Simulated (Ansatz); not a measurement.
## Ag2S: element substitutions

Base system: Ag₂S in the anti-fluorite structure (space group Fm-3m, No. 225; a = 6.090 Å; a model cell, its experimental status unchecked).

Each row replaces one element on all its sites; cell and atoms are relaxed.

Method: plane-wave PAW DFT at the PBEsol level (Ansatz, a quantum-chemistry and plane-wave program, 420 eV), no spin-orbit coupling, earlier PAW set.

| change | density | shortest interatomic distance |
|---|---|---|
| base | 7.29 g/cm³ | 2.637 Å |
| Ag → Cd | 6.12 g/cm³ | 2.829 Å |
| S → Pt | 11.73 g/cm³ | 2.663 Å |
| S → Si | 7.64 g/cm³ | 2.582 Å |

Stability against distortions was not tested. As relaxed here, Cd2S, Ag2Pt and Ag2Si are hypothetical phases, not in the database extracts checked. All final runs are without spin polarisation. This is not the structure that Ag2S has at room temperature and ambient pressure.
